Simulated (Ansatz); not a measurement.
Surface energy of faces of germanium in PBE and in RPBE, in Ansatz (plane waves, PAW). Symmetric slabs relaxed with PBE from ideal cuts in 1x1 cells (the lowest computed cut and spin start of each face; real faces may reconstruct in larger cells); RPBE values are single points on them, with the bulk at the same level. No spin-orbit coupling, no U.

| face | PBE (J/m²) | RPBE (J/m²) |
|---|---|---|
| (211) (like top atoms buckled by 0.8 Å) | 1.04 | 0.94 |
| (310) (4 Ge–Ge bonds formed) | 0.98 | 0.88 |
| (311) | 1.06 | 0.95 |
| (320) (2 Ge–Ge bonds formed) | 0.91 | 0.79 |
| (321) (like top atoms buckled by 0.6 Å) | 0.93 | ? |
| (322) (4 Ge–Ge bonds formed) | 0.90 | 0.78 |

### Question
Fit a straight line y = a·x + b by least squares to the 5 complete rows (x: PBE (J/m²); y: RPBE (J/m²)).

### Answer
the means are x̄ = 0.9780 and ȳ = 0.8680; Σ(x − x̄)² = 0.021280 and Σ(x − x̄)(y − ȳ) = 0.023380, so a = 1.099 and b = ȳ − a·x̄ = -0.207. The largest residual is 0.010.

### Question
What does the line predict for the withheld row, (321) (like top atoms buckled by 0.6 Å), and what did the calculation give?

### Answer
the line gives 0.82; the calculation gave 0.82, a miss of 0.00, of the size of the fitted rows' scatter and rounding.

Ansatz is a first-principles code.
